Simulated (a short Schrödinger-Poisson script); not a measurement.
Solved with a short Schrödinger-Poisson script written for these runs: one-band effective-mass equation with BenDaniel-Duke matching, electrons, heavy and light holes apart, hard walls at the outer ends, one valence edge for both holes (no strain splitting), no charge, excitons, band mixing or non-parabolicity; under a field the levels are quasi-bound states of a box, listed while three quarters of their weight lies within 4 nm of the wells.

System: coupled double GaAs/Al0.2Ga0.8As quantum well.

From the first side: 20 nm Al0.2Ga0.8As; 15 nm GaAs; 1 nm Al0.2Ga0.8As; 9 nm GaAs; 20 nm Al0.2Ga0.8As.

Constants are typed, rounded textbook-type inputs, not results; the design itself was drawn at random and stands for no fabricated device. GaAs: direct gap (eV) 1.424, conduction-band edge (eV) 0, electron mass (mₑ) 0.067, heavy-hole mass 0.377, light-hole mass 0.09. Al0.2Ga0.8As: direct gap (eV) 1.673, conduction-band edge (eV) 0.158, electron mass (mₑ) 0.0836, heavy-hole mass 0.397, light-hole mass 0.108.

The valence-band edge of each layer lies one gap below its conduction-band edge. The electron's potential energy rises along the stack by the applied field. Mesh 0.03 nm at interfaces.

**Question.** Give the hh1 − lh1 (meV); the e2 − e1 (meV); the e1 above the well's band edge (meV).

**Answer.** hh1 − lh1 (meV): 5.3; e2 − e1 (meV): 17.2; e1 above the well's band edge (meV): 12.6. Excitons are left out, and strain enters only through the typed gaps and offsets, so measured lines lie elsewhere.
